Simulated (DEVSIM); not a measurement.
Device: Pt/SiON/p-In0.53Ga0.47As capacitor, at 300 K.

Layer 1 from the left is SiON, thickness (nm) 5.70. Layer 2 from the left is In0.53Ga0.47As, thickness (nm) 1100, Na (cm⁻³) 2.8e17.

Metal gate on the left, work function 5.6 eV. Fixed charge at the semiconductor interface -4.5e10 cm⁻² (in units of +e); interface traps 7.7e11 cm⁻² eV⁻¹, uniform in energy, neutral level at 0.3 of the gap above the valence band.

This is a model device: material constants are rounded textbook-type values typed into the input, and sizes, dopings and lifetimes were drawn at random. Values at 300 K.

SiON: gap (eV) 7, affinity (eV) 1.4, permittivity 5.5. In0.53Ga0.47As: gap (eV) 0.74, affinity (eV) 4.51, permittivity 13.9, Nc (cm⁻³) 2.1e17, Nv (cm⁻³) 7.7e18.

Model (solved in DEVSIM): 1D Poisson equation in equilibrium, Boltzmann statistics, complete ionisation; no quantum confinement or tunnelling. Metal contacts follow the ideal Schottky-Mott rule: no Fermi-level pinning, no interface dipoles.

What does the simulation give for the flat-band voltage?

flat-band voltage 0.42 V.
